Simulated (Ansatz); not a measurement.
Base system: LaAs in the CsCl type structure (space group Pm-3m, No. 221; a hypothetical phase, not in the database extracts checked; relaxed with 0.1 eV smearing).

```
LaAs
1.0
    3.74370     0.00000     0.00000
    0.00000     3.74370     0.00000
    0.00000     0.00000     3.74370
La As
1 1
Direct
  0.00000   0.00000   0.00000
  0.50000   0.50000   0.50000
```

Cartesian axes are those of the cell as printed.

All numbers come from Ansatz (an electronic-structure program) PBE, spin-orbit coupling left out.

Perturbation: the cell is scaled by 0.9867 in all directions; the atoms relax in the strained cell.

### Question
Predict the stress tensor and what it implies for the stiffness.

### Answer
Stress of the strained cell less that of the base (GPa, compression positive):
```
    2.9     0.0     0.0
    0.0     2.9     0.0
    0.0     0.0     2.9
```

Then B = −ΔP/(ΔV/V₀) with ΔV/V₀ = -0.0394 gives secant stiffness values (nonlinear terms included at this strain): B ≈ 73 GPa.

As a check, the harmonic strain energy −½ V₀ Δσ:ε is 9.4 meV/atom; the computed energy rise is 9.0 meV/atom.

Whether these cells are dynamically stable was not tested. All final runs are without spin polarisation.
